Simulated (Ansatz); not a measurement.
## Fermi-surface data of Ti (P6_3/mmc)

Given:

```
Ti
1.0
    2.89960     0.00000     0.00000
   -1.44980     2.51113     0.00000
    0.00000     0.00000     4.59275
Ti
2
Direct
  0.33333   0.66667   0.25000
  0.66667   0.33333   0.75000
```

These are PBEsol, rigid bands (plane waves, PAW, scalar-relativistic; Ansatz, a first-principles code) values and carry that method's errors. Cell: cell and atoms relaxed with PBEsol.

| Quantity | Result |
|---|---|
| density of states at the Fermi level | 1.82 states/(eV·cell), both spins |
| bare Sommerfeld coefficient | 2.1 mJ/(mol of atoms·K²) |
| Drude plasma energy | 3.9 (x), 3.9 (y), 4.0 (z) eV |
| root-mean-square Fermi velocity | 3.3e5 m/s |
| resistivity times τ | 32 (x), 32 (y), 30 (z) ×10⁻²² Ω·m·s |

A metal at this level (no band gap); rigid bands, thermally averaged at 300 K, both spins. Spin-orbit coupling is left out. τ is one relaxation time for all states.
